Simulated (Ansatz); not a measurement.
## Antifluorite Be2C: elastic constant C44 by level of theory

No measured value is used here.

```
level (code)   value (GPa)  cell (Å³/atom)
-------------  -----------  --------------
LDA (Ansatz)           225            6.48
PBE (Ansatz)           203            6.76
PBE0 (Ansatz)          ___            6.65
```

### Question
What belongs in the gaps?

### Answer

- PBE0 (Ansatz, a program for electronic structure), value (GPa): 220

Each level is taken at its own relaxed cell. K meshes differ between the levels. Ansatz's density-functional and Hartree–Fock values are scalar-relativistic unless marked +SOC, with PAW data made under PBE.
